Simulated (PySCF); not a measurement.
PySCF 2.14.0, TPSSH/def2-svpd, df: W(NMe)(S)(Cl)2 (C[N]=[W](=[S])([Cl])[Cl]), 9 atoms. The geometry is a generated start, not checked to be a minimum at this level.

```yaml
task: energy
method: tpssh
basis: def2-svpd
two_electron_scheme: density fitting
mol.max_memory: 3000 MB
mf.max_cycle: 100
mf.init_guess: minao (default)
mf.DIIS: CDIIS (default)
mf.diis_space: 8 (default)
mf.conv_tol: 1e-09 (default)
mf.grids.level: 3 (default)
effective_core_potentials: those of the basis set, past Kr
basis_functions: 180
grid_points: 138392
```

```xyz
9

W      0.1729     0.8918     1.1687
N     -0.1720    -0.1471    -0.2247
C     -0.2630    -0.9988    -1.3379
H      0.7375    -1.3434    -1.6340
H     -0.8804    -1.8722    -1.0987
H     -0.7210    -0.4718    -2.1837
S      2.2942     0.7041     1.6458
Cl    -0.2277     3.0075     0.7174
Cl    -0.9406     0.2298     2.9472
```

Charge 0 and multiplicity 1 are set for this test and not shown to be the ground state.

One run each on 2 threads, 1 BLAS thread. Values of level_shift (Hartree) tried: 0 (default), 0.1, 0.3, 1.

Question: How does the count of Fock builds change with level_shift (Hartree), and where is it least?

Answer: Fewest Fock builds, within one of each other: 0 (default) with 14, 0.1 with 15. The count rises to 62 at 1. All converge to one solution.

```tsv
level_shift (Hartree)	Fock builds	end
0 (default)	14	same solution
0.1	15	same solution
0.3	20	same solution
1	62	same solution
```
